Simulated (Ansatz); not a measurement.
The reference is ZrSe2 in the fluorite structure (space group Fm-3m, No. 225; a = 6.596 Å; a hypothetical phase, not in the database extracts checked; relaxed with 0.1 eV smearing). Axes: x, y, z lie along the cube axes.

The values are results of Kohn–Sham DFT with the PBE functional, run in Ansatz (a quantum-chemistry and plane-wave program) with PAW and 420 eV plane waves, spin-orbit coupling left out, not measurements.

A first run, uniaxial strain ε_yy = +1.51 %, gives secant values C11 ≈ 150 GPa and C12 ≈ 46 GPa from its stress. A second run applies isotropic strain −1.75 %.

Q: What does linear elasticity predict for the bulk modulus −ΔP/(ΔV/V₀) in the second run, and what does the run give?

A: Linear elasticity: (C11 + 2 C12)/3 = 81 GPa. The run gives 96 GPa; any difference comes from nonlinear terms at these strains and numerical noise.

Stability against distortions was not tested. The final runs are not spin-polarised.
